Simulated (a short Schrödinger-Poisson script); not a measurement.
MOS inversion layer, Si3N4 on p-type Si(100)

Stack: MOS inversion layer, Si3N4 on p-type Si(100), at 300 K.

| layer | material | thickness (nm) | Na (cm⁻³) |
|---|---|---|---|
| 1 | Si3N4 | 1.6 | - |
| 2 | Si | 1500 | 2.2e16 |

The device is made up for the run: typed textbook-type constants, with dimensions and the other settings drawn at random. Si3N4: permittivity 7.5, conduction-band edge (eV) 1.95, gap (eV) 5.1, electron mass (mₑ) 0.5. Si: permittivity 11.7, conduction-band edge (eV) 0, gap (eV) 1.124, Nv at 300 K (cm⁻³) 3.1e19.

Channel valleys (confinement mass, in-plane density-of-states mass, number): Δ2 0.916, 0.19, 2; Δ4 0.19, 0.417, 4. At the gate the conduction-band edge of layer 1 lies 1.97 eV − eVg above the Fermi level of the channel; the field vanishes at the back. Gaps are held at their typed values at every temperature. Mesh 0.03 nm at interfaces.

From a short Schrödinger-Poisson script (our own, NumPy): 1D Poisson equation in equilibrium, electrons quantum, Hartree (BenDaniel-Duke, 12 states a valley, the channel's in-plane mass for all, wave functions ending at the dielectric), parabolic valleys, classical holes, full ionisation, no traps, pinning or gate leakage.

| Vg (V) | electrons (cm⁻²) | C (μF/cm²) | Δ2 E0 (meV) | Δ2 E1 (meV) | Δ4 E0 (meV) | Δ4 E1 (meV) |
|---|---|---|---|---|---|---|
| -0.25 | 1.07e8 | 0.0540 | 314.4 | 335.2 | 333.5 | 368.3 |
| -0.2 | 6.79e8 | 0.0553 | 265.8 | 287.1 | 285.5 | 321.1 |
| -0.15 | 4.29e9 | 0.0743 | 217.3 | 239.3 | 237.6 | 274.2 |
| -0.1 | 2.56e10 | 0.186 | 170.2 | 192.9 | 191.2 | 228.9 |
| -0.05 | 1.21e11 | 0.552 | 128.2 | 152.9 | 151.0 | 190.6 |
| 0 | 3.63e11 | 1.05 | 96.2 | 124.6 | 122.6 | 165.2 |
| 0.05 | 7.53e11 | 1.46 | 73.0 | 106.4 | 104.2 | 150.5 |
| 0.1 | 1.25e12 | 1.75 | 55.5 | 94.3 | 91.9 | 141.7 |
| 0.15 | 1.83e12 | 1.97 | 41.6 | 85.7 | 83.1 | 136.1 |
| 0.2 | 2.48e12 | 2.14 | 30.1 | 79.3 | 76.6 | 132.3 |
| 0.25 | 3.16e12 | 2.27 | 20.3 | 74.3 | 71.5 | 129.5 |
| 0.3 | 3.89e12 | 2.38 | 11.7 | 70.2 | 67.4 | 127.5 |
| 0.35 | 4.65e12 | 2.46 | 3.9 | 66.8 | 63.9 | 125.9 |
| 0.4 | 5.43e12 | 2.53 | -3.2 | 63.8 | 60.9 | 124.6 |
| 0.45 | 6.23e12 | 2.59 | -9.7 | 61.3 | 58.3 | 123.6 |
| 0.5 | 7.04e12 | 2.64 | -15.9 | 58.9 | 56.0 | 122.7 |
| 0.55 | 7.87e12 | 2.68 | -21.7 | 56.8 | 53.8 | 121.9 |
| 0.6 | 8.71e12 | 2.72 | -27.3 | 54.9 | 51.9 | 121.2 |
| 0.65 | 9.57e12 | 2.75 | -32.7 | 53.0 | 50.0 | 120.6 |
| 0.7 | 1.04e13 | 2.78 | -38.0 | 51.3 | 48.3 | 120.0 |
| 0.75 | 1.13e13 | 2.80 | -43.1 | 49.7 | 46.6 | 119.5 |

Subbands count from the Fermi level.
